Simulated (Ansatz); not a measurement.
Start from TiAl3 (space group I4/mmm, No. 139; a = 3.846 Å, c = 8.620 Å).

(Cell as relaxed with PBE.)

Levels (all Ansatz, a quantum-chemistry and plane-wave program, PAW): PBE (420 eV, no spin-orbit coupling); r2SCAN (500 eV, scalar-relativistic without spin-orbit coupling).

Each level relaxes its own structure.

```csv
base,PBE,r2SCAN
volume per atom,15.94 Å³,15.65 Å³
lattice parameter a,3.846 Å,3.824 Å
band gap,zero,zero
```

One thing is altered: a hydrostatic pressure of 1.5 GPa.

```
quantity                           PBE  r2SCAN
-----------------------------  -------  ------
c/a ratio                        2.241     [?]
shortest interatomic distance  2.707 Å     [?]
```

What does r2SCAN give?


- c/a ratio, r2SCAN: 2.238
- shortest interatomic distance, r2SCAN: 2.693 Å

PBE's c/a ratio lies 0.003 above r2SCAN's; PBE's shortest interatomic distance lies 0.014 Å above r2SCAN's (0.5 %). Neither level is exact; r2SCAN is the comparison here, not a measurement.

Load acts through the strain it causes; cell and atoms are relaxed under it. Whether these cells are dynamically stable was not tested. All final runs are without spin polarisation.
